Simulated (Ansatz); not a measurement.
The parent structure is Mg in the hcp (Mg type) structure (space group P6_3/mmc, No. 194; a = 3.166 Å, c = 5.188 Å).

Calculations: PBEsol (Ansatz, a quantum-chemistry and plane-wave program, PAW, without spin-orbit coupling), earlier PAW set.

One change was made to it. Results:

The density decreases by 0.16 g/cm³, from 1.79 g/cm³ to 1.63 g/cm³; the c/a ratio increases by 0.012 to 1.651.

### Question
Which of these changes matches the shifts?
(A) Mg → Be
(B) Mg → Sr
(C) Mg → Ca
(D) Mg → Ba

### Answer
C, Mg → Ca. For comparison, the density in the other runs: Mg → Ba gives 3.94 g/cm³; Mg → Be gives 1.91 g/cm³; Mg → Sr gives 2.78 g/cm³.

No phonon test of stability was made. As relaxed here, Ba is a hypothetical phase, not in the database extracts checked. This is not the structure that Ca has at room temperature and ambient pressure. This is not the structure that Sr has at room temperature and ambient pressure.
